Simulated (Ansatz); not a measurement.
The starting structures come from a database of crystals and need not be the phases stable at ambient conditions.

Data:

```
LiNbO2
1.0
    5.06067     0.00000     0.00000
    0.00000    10.45103     0.00000
    2.53034     0.00000     1.46089
Li Nb O
2 2 4
Direct
  0.00000   0.00000   0.00000
  0.00000   0.50000   0.00000
  0.66667   0.75000   0.00000
  0.33333   0.25000   0.00000
  0.66667   0.12183   0.00000
  0.33333   0.87817   0.00000
  0.33333   0.62183   0.00000
  0.66667   0.37817   0.00000
```

The cell is taken as given; by r2SCAN it stands under a pressure of -4.7 GPa.

Transport runs along the normal of the first two printed cell vectors, the (110) plane of the conventional cell.

No gap correction and no spin-orbit coupling; mid-gap is the computed energy nearest the middle.

Question: Estimate the band gap and the smallest decay constant κ at mid-gap that r2SCAN run with Ansatz (an electronic-structure program) returns for this system.

Answer: Gap 1.79 eV on a 20×4×20 mesh; κ = 0.262 1/Å, at the zone centre.
